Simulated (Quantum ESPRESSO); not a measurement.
A self-consistent single point of YCo5 (P6/mmm, 6 atoms in the cell) with Quantum ESPRESSO.

Method: PBEsol, PSlibrary ultrasoft (PBE) pseudopotentials (plane waves; Quantum ESPRESSO 7.5).

The change in words: lattice scaled by 0.98. Reference geometry:
```yaml
crystal:
  lattice:
    - [4.92756, 0.00000, 0.00000]
    - [-2.46378, 4.26739, 0.00000]
    - [0.00000, 0.00000, 3.96074]
  atoms:
    - { symbol: Y, position: [0.00000, 0.00000, 0.00000] }
    - { symbol: Co, position: [0.33333, 0.66667, 0.00000], spin: 3.0 }
    - { symbol: Co, position: [0.66667, 0.33333, 0.00000], spin: 3.0 }
    - { symbol: Co, position: [0.50000, 0.00000, 0.50000], spin: 3.0 }
    - { symbol: Co, position: [0.50000, 0.50000, 0.50000], spin: 3.0 }
    - { symbol: Co, position: [0.00000, 0.50000, 0.50000], spin: 3.0 }
```
(The spins are starting values, not results.)

Reference input (self-consistent single point, DFT, PBEsol, plane waves, PSlibrary ultrasoft (PBE) pseudopotentials): ecutwfc = 50 Ry; ecutrho = 350 Ry; occupations = smearing; smearing = fd; degauss = 0.0073499 Ry; nspin = 2; input_dft = pbesol; potentials = {Y: Y.pbe-spn-rrkjus_psl.1.0.0.UPF, Co: Co.pbe-n-rrkjus_psl.1.0.0.UPF}; K_POINTS = automatic 5 5 6 0 0 0; conv_thr = 1e-10 Ry; mixing_beta = 0.2. This run's input differs from it in these lines:

```diff
@@ -29,5 +29,5 @@
 CELL_PARAMETERS {angstrom}
-   4.9275599199     0.0000000000     0.0000000000
-  -2.4637799600     4.2673920693     0.0000000000
-   0.0000000000     0.0000000000     3.9607400000
+   4.8290087292     0.0000000000     0.0000000000
+  -2.4145043646     4.1820442346     0.0000000000
+   0.0000000000     0.0000000000     3.8815250000
 ATOMIC_POSITIONS {crystal}
```

Output (repeated stretches shortened):

```
     Self-consistent Calculation

     iteration #  1     ecut=    50.00 Ry     beta= 0.20

     Threshold (ethr) on eigenvalues was too large:
     Diagonalizing with lowered threshold

     total energy              =    -462.35932332 Ry
     estimated scf accuracy    <       0.30651876 Ry

     total magnetization       =     8.35 Bohr mag/cell
     absolute magnetization    =     8.62 Bohr mag/cell

     iteration #  2     ecut=    50.00 Ry     beta= 0.20

     total energy              =    -462.34667090 Ry
     estimated scf accuracy    <       0.95782349 Ry

     total magnetization       =     8.22 Bohr mag/cell
   [... lines left out ...]
     estimated scf accuracy    <          6.1E-10 Ry

     total magnetization       =     6.98 Bohr mag/cell
     absolute magnetization    =     8.26 Bohr mag/cell

     iteration # 22     ecut=    50.00 Ry     beta= 0.20

     Magnetic moment per site  (integrated on atomic sphere of radius R)
     atom   1 (R=0.238)  charge=  8.5089  magn= -0.1555
     atom   2 (R=0.204)  charge=  7.4433  magn=  1.5070
     atom   3 (R=0.204)  charge=  7.4433  magn=  1.5070
     atom   4 (R=0.204)  charge=  7.4320  magn=  1.5262
     atom   5 (R=0.204)  charge=  7.4320  magn=  1.5262
     atom   6 (R=0.204)  charge=  7.4320  magn=  1.5262
     End of self-consistent calculation

     the Fermi energy is    13.6285 ev

!    total energy              =    -462.46816718 Ry
     estimated scf accuracy    <          9.4E-11 Ry
     smearing contrib. (-TS)   =      -0.02119456 Ry
     internal energy E=F+TS    =    -462.44697262 Ry

     total magnetization       =     6.98 Bohr mag/cell
     absolute magnetization    =     8.26 Bohr mag/cell

     convergence has been achieved in  22 iterations

     Forces acting on atoms (cartesian axes, Ry/au):

     atom    1 type  1   force =    -0.00000000   -0.00000000    0.00000000
   [... zero for the other atoms too ...]

     Total force =     0.000000     Total SCF correction =     0.000000

          total   stress  (Ry/bohr**3)                   (kbar)     P=        7.80
   0.00005744  -0.00000000   0.00000000            8.45       -0.00        0.00
  -0.00000000   0.00005744   0.00000000           -0.00        8.45        0.00
   0.00000000   0.00000000   0.00004425            0.00        0.00        6.51

   JOB DONE.
```

The run converged in 22 iterations. Against the reference run the free energy falls by 15.5 meV/atom, the pressure goes from -8.63 to 0.78 GPa and the size of the net moment goes from 1.21 to 1.16 μB/atom.

The starting cell comes from a database of computed structures (which also holds hypothetical and non-ambient phases and stackings), without a prior relaxation at this level. For this run, on top of that: lattice scaled by 0.98. The magnetic order is the one reached from the typed start; others were not searched systematically.

Cost on one core of a shared machine: roughly 3 min.
